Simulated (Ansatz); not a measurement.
SiO2: isotropic strain −3.54 %

The parent structure is SiO2 (space group P4_12_12, No. 92; a = 5.0845 Å, c = 7.1003 Å).

One thing is altered: the cell is scaled by 0.9646 in all directions, atoms relaxed at fixed cell.

All numbers come from PBE, PAW, 420 eV (Ansatz, a quantum-chemistry and plane-wave program; without spin-orbit coupling). Settings: 5×5×4 k-points, 0.05 eV Fermi–Dirac smearing.

The volume per atom drops by 1.57 Å³, from 15.30 Å³ to 13.73 Å³ and the energy rises by 9.4 meV/atom. The pressure (mean of the normal stresses, compression positive) goes from zero to 2.08 GPa and the band gap rises by 0.174 eV (5.51 eV → 5.69 eV). The gap character is still direct at Γ and the width of the top valence band drops by 0.10 eV (0.64 eV → 0.54 eV). The electron mass becomes 0.51 mₑ (at Γ) (base: 0.54 mₑ (at Γ)) and the valence-band top at Γ (three highest levels, from the VBM) becomes 0.00, -0.41, -0.41 eV (base: 0.00, -0.25, -0.25 eV). The largest internal atomic displacement amounts to 0.208 Å.

Final structure:

```xyz
12
Lattice="4.9045 0.0000 0.0000 0.0000 4.9045 0.0000 0.0000 0.0000 6.8490" Properties=species:S:1:pos:R:3 pbc="T T T"
Si     1.5263     1.5263     0.0000
Si     3.9786     0.9259     5.1367
Si     0.9259     3.9786     1.7122
Si     3.3782     3.3782     3.4245
O      1.1491     0.6306     1.3037
O      3.6014     1.8216     3.8330
O      1.3032     3.0829     0.4085
O      3.7554     4.2739     4.7282
O      4.2739     3.7554     2.1207
O      1.8216     3.6014     3.0160
O      3.0829     1.3032     6.4405
O      0.6306     1.1491     5.5452
```

Masses are band curvatures over ±0.01 Å⁻¹ around the edge. Whether these cells are dynamically stable was not tested.
